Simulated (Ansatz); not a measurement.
# A computed series for hypothetical rock salt GaAs: response to strain

Take GaAs in the rock salt structure (space group Fm-3m, No. 225; a hypothetical phase, not in the database extracts checked; relaxed with 0.1 eV smearing) as the base.

```yaml
crystal:
  lattice:
    - [0.00000, 2.65806, 2.65806]
    - [2.65806, 0.00000, 2.65806]
    - [2.65806, 2.65806, 0.00000]
  atoms:
    - { symbol: Ga, position: [0.00000, 0.00000, 0.00000] }
    - { symbol: As, position: [0.50000, 0.50000, 0.50000] }
```

Cartesian axes are those of the cell as printed.

Strains are applied to the cell and any free atomic positions relax; under biaxial strain the out-of-plane vector relaxes too.

Calculations: PBE-D3(BJ) in Ansatz (plane waves to 420 eV, PAW, without spin-orbit coupling).

Notes on the quantities. energy relative to the base: free energy F; pressure: mean of the normal stresses, compression positive.

| variant | energy relative to the base | space group | pressure | volume per atom |
|---|---|---|---|---|
| base | 0 meV/atom | Fm-3m (No. 225) | 0.0 GPa | 18.78 Å³ |
| biaxial strain −2.20 %, plane normal [001], relaxed out of plane | +11 meV/atom | I4/mmm (No. 139) | 3.0 GPa | 18.18 Å³ |
| biaxial strain −1.28 %, plane normal [111], relaxed out of plane | +1.3 meV/atom | R-3m (No. 166) | 0.6 GPa | 18.64 Å³ |
| isotropic strain +1.28 % | +6.6 meV/atom | Fm-3m (No. 225) | -2.8 GPa | 19.51 Å³ |
| uniaxial strain ε_yy = +0.79 % | +0.6 meV/atom | I4/mmm (No. 139) | -0.6 GPa | 18.93 Å³ |

Stability against distortions was not tested. The base started in Pnma and relaxed to Fm-3m at this level. The final runs are not spin-polarised.

Ansatz is a first-principles code.
